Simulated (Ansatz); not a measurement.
Ansatz (an electronic-structure program) run on NaTl (R3m, 4 atoms in the cell): self-consistent single point.

Computed with LDA (PW92), default PAW files made with PBE (plane waves; Ansatz).

The change in words: lattice scaled by 0.98. Reference geometry:
```xyz
4
Lattice="0.0000 3.7506 3.7506 3.7506 0.0000 3.7506 3.7506 3.7506 0.0000" Properties=species:S:1:pos:R:3 pbc="T T T"
Na     3.7794     3.7794     3.7794
Na     5.6259     5.6259     5.6259
Tl     0.0000     0.0000     0.0000
Tl     1.8753     1.8753     1.8753
```

Reference input (self-consistent single point, DFT, LDA (PW92), plane waves, default PAW files made with PBE): basis.ecutwfc = 420 eV; kpoints.mp_grid.grid = 8 8 8; hamiltonian.xc = lda; hamiltonian.pseudopotentials = {kind: paw} (the program's default PAW files); scf.occupations.method = gaussian; scf.occupations.width = 0.1 eV. This run's input differs from it in these lines:

Ansatz 0.2 input:
```diff
@@ -3,10 +3,10 @@
   lattice:
-    - [0.000000, 3.750568, 3.750568]
-    - [3.750568, 0.000000, 3.750568]
-    - [3.750568, 3.750568, 0.000000]
+    - [0.000000, 3.675557, 3.675557]
+    - [3.675557, 0.000000, 3.675557]
+    - [3.675557, 3.675557, 0.000000]
   atoms:
-    - { symbol: Na, position_ang: [3.779432, 3.779432, 3.779432] }
-    - { symbol: Na, position_ang: [5.625852, 5.625852, 5.625852] }
+    - { symbol: Na, position_ang: [3.703844, 3.703844, 3.703844] }
+    - { symbol: Na, position_ang: [5.513336, 5.513336, 5.513336] }
     - { symbol: Tl, position_ang: [0.000000, 0.000000, 0.000000] }
-    - { symbol: Tl, position_ang: [1.875284, 1.875284, 1.875284] }
+    - { symbol: Tl, position_ang: [1.837778, 1.837778, 1.837778] }
 basis:
```

Output (repeated stretches shortened):

```
SCF iter   1: F=—  HF=-25227.091330 eV  |F-HF|=—  |Δ(HF+E_count)|=         —  Δρ=6.36e-3  dr2=2.10e-2  ethr=1.77e-3  ⟨swp⟩=5.7  Hψ=7128  notcnv=0
all-band conjugate gradients solve this SCF's bands
preconditioner: auto → Kerker (q_TF=auto, 2.382 Å⁻¹)
SCF iter   2: F=—  HF=-25227.075617 eV  |F-HF|=—  |Δ(HF+E_count)|=   1.57e-2  Δρ=2.00e-3  dr2=2.67e-3  ethr=4.78e-5  ⟨swp⟩=2.9  Hψ=3608  notcnv=0
SCF iter   3: F=—  HF=-25227.074793 eV  |F-HF|=—  |Δ(HF+E_count)|=   8.24e-4  Δρ=4.54e-4  dr2=2.26e-4  ethr=6.07e-6  ⟨swp⟩=2.4  Hψ=2837  notcnv=0
SCF iter   4: F=—  HF=-25227.074824 eV  |F-HF|=—  |Δ(HF+E_count)|=   3.15e-5  Δρ=1.08e-4  dr2=2.51e-5  ethr=5.13e-7  ⟨swp⟩=2.3  Hψ=2589  notcnv=0
SCF iter   5: F=—  HF=-25227.074819 eV  |F-HF|=—  |Δ(HF+E_count)|=   5.34e-6  Δρ=3.16e-5  dr2=2.87e-6  ethr=5.70e-8  ⟨swp⟩=2.0  Hψ=1899  notcnv=0
SCF iter   6: F=—  HF=-25227.074818 eV  |F-HF|=—  |Δ(HF+E_count)|=   1.12e-6  Δρ=1.16e-5  dr2=1.52e-7  ethr=6.53e-9  ⟨swp⟩=2.1  Hψ=2089  notcnv=0
SCF iter   7: F=-25227.074818 eV  HF=-25227.074818 eV  |F-HF|=1.96e-9  |Δ(HF+E_count)|=   5.36e-8  Δρ=2.83e-6  dr2=7.11e-9  ethr=2.27e-10  ⟨swp⟩=5.8  Hψ=6070  notcnv=0
SCF 1 converged in 7 iterations: F = -25227.074818 eV  dr2 = 7.11e-9
Free energy (F): -25227.074818 eV
Internal energy: -25227.065034 eV  (E = F + TS)
E sigma→0 (E₀):  -25227.069926 eV
Entropy (-TS):   -0.009784 eV (-2.446 meV/atom)
Fermi energy:    7.944842 eV
--- Forces (eV/Å), atoms counted from 1 ---
  atom   1  Na    -0.04233613    -0.04233613    -0.04233613
  atom   2  Na     0.01702911     0.01702911     0.01702911
  atom   3  Tl     0.00279850     0.00279850     0.00279850
  atom   4  Tl     0.02250532     0.02250532     0.02250532
--- Stress (GPa, compression-positive) ---
       -0.358166       0.000912       0.000912
        0.000912      -0.358166       0.000912
        0.000912       0.000912      -0.358166
  P = ⅓ Tr σ = -0.3582 GPa (-3.582 kbar)
  The stress holds the Pulay correction. Without it, at fixed plane waves, as pw.x and ABINIT print it: P = -0.3810 GPa
```

The run converged in 7 iterations. Against the reference run the free energy drops by 10.1 meV/atom, the pressure goes from -1.66 to -0.36 GPa and the largest force goes from 0.062 to 0.073 eV/Å.

The starting cell comes from a database of computed structures (which also holds hypothetical and non-ambient phases and stackings), without a prior relaxation at this level. Its lattice was rescaled by up to half a per cent. One atom was moved a little off its site on purpose. For this run, on top of that: lattice scaled by 0.98. Ansatz's pressure includes its estimate of the finite-basis (Pulay) stress.
